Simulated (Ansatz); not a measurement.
CO on the 1x1 (111) surface of fcc Rh, one in a 2x2 cell, started at the site 'hollow Rh-Rh-Rh over Rh at depth 2.2 Å'

Computed with PBE (plane waves to 420 eV, PAW; Ansatz, a quantum-chemistry and plane-wave program).

Set-up: 18 atoms, 6.5 Å thick at the start under the adsorbate (thin: gaps and levels are the slab's own); mesh 6x6x1; 0.1 eV smearing; dipole correction on; 8 atoms held, the rest relaxed; start symmetry kept, larger cells not searched; no spin, no spin-orbit, no U, no dispersion correction. At the end it is bonded to 3 Rh. In PBE it is, or lies within 0.03 eV of, the lowest of the starts that converged.

```yaml
adsorption energy against CO(g): -1.90 eV
work_function_of_the_top_face: 6.32 eV
change_of_the_work_function: 1.17 eV
change_of_the_step_from_the_bottom_to_the_top_vacuum_level_against_the_clean_slab: 1.18 eV
energy_released_by_relaxation: 1.50 eV
height of the binding atom over the mean of the host atoms within 0.3 Å of the top one: 1.384 Å
nearest_host_atoms_of_the_binding_atom: Rh at 2.09 Å, Rh at 2.09 Å, Rh at 2.09 Å
largest_move_of_a_host_atom: 0.08 Å
caution: the clean host was not checked against rearrangement in a larger or rattled cell
cost: very roughly 6 core-minutes
```

A negative adsorption energy means that the adsorbate is more stable on the surface than in its reference.
